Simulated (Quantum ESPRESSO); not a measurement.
A self-consistent single point of Pb2Au (Ibam, 6 atoms in the cell) with Quantum ESPRESSO.

Level of theory: PBEsol, GBRV 1.5 ultrasoft (PBESOL) pseudopotentials (plane waves; Quantum ESPRESSO).

```yaml
crystal:
  lattice:
    - [3.71066, 3.71587, 2.85764]
    - [-3.71066, 3.71587, 2.85764]
    - [-3.71066, -3.71587, 2.85764]
  atoms:
    - { symbol: Pb, position: [0.84044, 0.31922, 0.84034] }
    - { symbol: Pb, position: [0.15956, 0.68078, 0.15966] }
    - { symbol: Pb, position: [0.34044, 0.99990, 0.65966] }
    - { symbol: Pb, position: [0.65956, 0.00010, 0.34034] }
    - { symbol: Au, position: [0.75000, 0.50000, 0.25000] }
    - { symbol: Au, position: [0.25000, 0.50000, 0.75000] }
```

Reference input (self-consistent single point, DFT, PBEsol, plane waves, GBRV 1.5 ultrasoft (PBESOL) pseudopotentials): ecutwfc = 40 Ry; ecutrho = 320 Ry; occupations = smearing; smearing = marzari-vanderbilt; degauss = 0.0147 Ry; potentials = {Pb: pb_pbesol_v1.uspp.F.UPF, Au: au_pbesol_v1.uspp.F.UPF}; K_POINTS = automatic 4 4 4 1 1 1; conv_thr = 1e-10 Ry; mixing_beta = 0.5. This run's input differs from it in these lines:

```diff
@@ -19,3 +19,3 @@
    smearing = 'marzari-vanderbilt',
-   degauss = 0.0147,
+   degauss = 0.058799,
 /
```

Output (repeated stretches shortened):

```
     Self-consistent Calculation

     iteration #  1     ecut=    40.00 Ry     beta= 0.50

     Threshold (ethr) on eigenvalues was too large:
     Diagonalizing with lowered threshold

     negative rho (up, down):  6.138E-02 0.000E+00

     total energy              =    -884.95374879 Ry
     estimated scf accuracy    <       0.30405227 Ry

     iteration #  2     ecut=    40.00 Ry     beta= 0.50

     negative rho (up, down):  6.100E-02 0.000E+00

     total energy              =    -885.03403132 Ry
     estimated scf accuracy    <       0.27352485 Ry

     iteration #  3     ecut=    40.00 Ry     beta= 0.50

     negative rho (up, down):  6.128E-02 0.000E+00

     total energy              =    -885.07944435 Ry
     estimated scf accuracy    <       0.00222221 Ry

   [... 8 blocks of this kind left out ...]

     iteration # 12     ecut=    40.00 Ry     beta= 0.50

     negative rho (up, down):  6.198E-02 0.000E+00

     total energy              =    -885.08020124 Ry
     estimated scf accuracy    <          2.9E-10 Ry

     iteration # 13     ecut=    40.00 Ry     beta= 0.50

     negative rho (up, down):  6.198E-02 0.000E+00
     End of self-consistent calculation

     the Fermi energy is    11.7581 ev

!    total energy              =    -885.08020124 Ry
     estimated scf accuracy    <          5.7E-11 Ry
     smearing contrib. (-TS)   =       0.00331261 Ry
     internal energy E=F+TS    =    -885.08351385 Ry

     convergence has been achieved in  13 iterations

     negative rho (up, down):  6.198E-02 0.000E+00

     Forces acting on atoms (cartesian axes, Ry/au):

     atom    1 type  1   force =    -0.00098828    0.00098035    0.00000000
     atom    2 type  1   force =     0.00098828   -0.00098035   -0.00000000
     atom    3 type  1   force =    -0.00098828   -0.00098035    0.00000000
     atom    4 type  1   force =     0.00098828    0.00098035    0.00000000
     atom    5 type  2   force =     0.00000000    0.00000000   -0.00000000
   [... lines left out ...]
     Total force =     0.002784     Total SCF correction =     0.000047
   [... lines left out ...]

     negative rho (up, down):  6.198E-02 0.000E+00
          total   stress  (Ry/bohr**3)                   (kbar)     P=      -23.27
  -0.00016300   0.00000000  -0.00000000          -23.98        0.00       -0.00
   0.00000000  -0.00016457   0.00000000            0.00      -24.21        0.00
  -0.00000000   0.00000000  -0.00014695           -0.00        0.00      -21.62

   JOB DONE.
```

The run converged in 13 iterations. Against the reference run the free energy falls by 4.9 meV/atom, the pressure goes from -2.19 to -2.33 GPa and the largest force goes from 0.054 to 0.036 eV/Å. The full log also holds: “c_bands:  2 eigenvalues not converged”. The full log also holds: “c_bands:  4 eigenvalues not converged”.

The starting cell comes from a database of computed structures (which also holds hypothetical and non-ambient phases and stackings), without a prior relaxation at this level. Spin-orbit coupling is off.

Cost on one core of a shared machine: roughly 4 min.
